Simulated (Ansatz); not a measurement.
Functionals compared on the (320) surface of fcc Ag in its 1x1 cell, outermost plane spacing 0.58 Å in the ideal cut, in Ansatz (plane waves, PAW). The structure was relaxed with PBE; the other rows are single points on it, each with its references at the same level. Cutoff 420 eV (500 eV for r2SCAN).

Slab: 19 atoms, 10.4 Å thick at the start (thin: gaps and levels are the slab's own); k 10x5x1, smearing 0.1 eV, dipole-corrected; all atoms relaxed; held to the part of the start's symmetry that mesh and held atoms allow; no spin, no spin-orbit, no U. These notes are the PBE run's.

```csv
functional,surface energy (J/m²),work function of the top face (eV),rough cost of the single point
PBE,0.92,4.06,–
LDA,___,___,roughly 10 core-minutes
PBEsol,1.20,4.16,around 10 core-minutes (rough)
RPBE,0.70,3.86,roughly 13 core-minutes
r2SCAN,1.11,3.99,about 15 core-minutes (a rough figure)
```

Question: Some entries are withheld; supply them.

Answer: 
- LDA, surface energy (J/m²): 1.36
- LDA, work function of the top face (eV): 4.46

Ansatz is an electronic-structure program.
